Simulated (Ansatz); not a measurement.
## MgAu in the CsCl type structure (space group Pm-3m, No. 221)

```cif
data_AuMg
_chemical_formula_sum 'Mg1 Au1'
_space_group_name_H-M_alt 'Pm-3m'
_space_group_IT_number 221
_space_group_name_Hall '-P 4 2 3'
_cell_length_a 3.25840
_cell_length_b 3.25840
_cell_length_c 3.25840
_cell_angle_alpha 90.000
_cell_angle_beta 90.000
_cell_angle_gamma 90.000
loop_
_atom_site_label
_atom_site_type_symbol
_atom_site_symmetry_multiplicity
_atom_site_Wyckoff_symbol
_atom_site_fract_x
_atom_site_fract_y
_atom_site_fract_z
_atom_site_occupancy
Mg1 Mg 1 b 0.50000 0.50000 0.50000 1
Au1 Au 1 a 0.00000 0.00000 0.00000 1
```

Computed with PBEsol/PAW in Ansatz (a quantum-chemistry and plane-wave program), spin-orbit coupling left out. Settings: 14×14×14 k-points, 0.05 eV Fermi–Dirac smearing.

* **Volume per atom**: 17.30 Å³
* **Density**: 10.62 g/cm³
* **Band gap**: zero
* **Total energy**: -7460.173 eV/atom (σ→0; compares only within this code and set-up)

Stability against distortions was not tested.
